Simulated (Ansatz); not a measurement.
**Si vacancy + N on the C site (4H silicon carbide host)**

All values below come from PBE, PAW (plane waves to 420 eV; Ansatz, a program for electronic structure). The supercell holds 96 host sites (3×2×1 repeats of the unit cell), with a 2×2×2 shifted k-point sampling for the final energies. Sites at the start: the Si(h) site; C(h) 1.90 Å away, along c. Finite-size correction: monopole term and site-potential alignment. Dielectric constants: PBE linear response of the host. Host gap at this level: 2.22 eV. A cell of this size leaves errors of a few tenths of an eV. PBE underestimates the host's gap, which shifts levels and can delocalise carriers. Spin–orbit coupling is left out. Each state is the lowest found from its start.

Formation energies E_f are given with the Fermi level at the valence-band maximum. Chemical conditions: C-rich (Δμ(C) = 0.00 eV, Δμ(Si) = -0.41 eV, Δμ(N) = -1.55 eV, bounded by beta Si3N4; only phases computed here count, gases as isolated molecules at 0 K); Si-rich (Δμ(C) = -0.41 eV, Δμ(Si) = 0.00 eV, Δμ(N) = -1.85 eV, bounded by beta Si3N4; only phases computed here count, gases as isolated molecules at 0 K). Reference phases: C: graphite, N: N2 molecule in a box, Si: silicon.

```json
[
 {"charge": "+1†", "moment (μB)": "0 in all, 0.20 on one atom", "largest move off a lattice site (Å)": "0.24", "image correction with alignment (eV)": "-0.08", "E_f, C-rich (eV)": "–", "E_f, Si-rich (eV)": "–", "above the lowest spin state (eV)": "0.00"},
 {"charge": "+1†", "moment (μB)": "not spin-polarised", "largest move off a lattice site (Å)": "0.23", "image correction with alignment (eV)": "-0.07", "E_f, C-rich (eV)": "–", "E_f, Si-rich (eV)": "–", "above the lowest spin state (eV)": "0.01"},
 {"charge": "0", "moment (μB)": "1.0", "largest move off a lattice site (Å)": "0.21", "image correction with alignment (eV)": "0.00", "E_f, C-rich (eV)": "5.78", "E_f, Si-rich (eV)": "6.09", "above the lowest spin state (eV)": "0.00"},
 {"charge": "0", "moment (μB)": "1.0", "largest move off a lattice site (Å)": "0.21", "image correction with alignment (eV)": "0.00", "E_f, C-rich (eV)": "5.78", "E_f, Si-rich (eV)": "6.09", "above the lowest spin state (eV)": "0.00"},
 {"charge": "−1", "moment (μB)": "2.0", "largest move off a lattice site (Å)": "0.23", "image correction with alignment (eV)": "0.43", "E_f, C-rich (eV)": "6.65", "E_f, Si-rich (eV)": "6.96", "above the lowest spin state (eV)": "0.00"},
 {"charge": "−1", "moment (μB)": "not spin-polarised", "largest move off a lattice site (Å)": "0.24", "image correction with alignment (eV)": "0.41", "E_f, C-rich (eV)": "6.83", "E_f, Si-rich (eV)": "7.13", "above the lowest spin state (eV)": "0.18"},
 {"charge": "−2", "moment (μB)": "1.0", "largest move off a lattice site (Å)": "0.25", "image correction with alignment (eV)": "1.23", "E_f, C-rich (eV)": "8.42", "E_f, Si-rich (eV)": "8.72", "above the lowest spin state (eV)": "0.00"},
 {"charge": "−2", "moment (μB)": "1.0", "largest move off a lattice site (Å)": "0.25", "image correction with alignment (eV)": "1.23", "E_f, C-rich (eV)": "8.42", "E_f, Si-rich (eV)": "8.72", "above the lowest spin state (eV)": "0.00"}
]
```

† Not settled in this cell, so no level is given: charge +1: level within 0.1 eV of a band edge or past it.

Starting moments that weren't kept: charge +1 began with 2 μB and ended with 0.0; charge 0 began with 3 μB and ended with 1.0; charge −2 began with 3 μB and ended with 1.0.

Transition levels above the valence-band maximum: ε(0/−1) = 0.87 eV; ε(−1/−2) = 1.77 eV. On the lower envelope of the bound states, inside the gap: (0/−1) at 0.87 eV; (−1/−2) at 1.77 eV.

Flagged in the runs: a host whose relaxation on this sampling wasn't shown to rest.

All states together cost around 2.8 core-hours (rough).
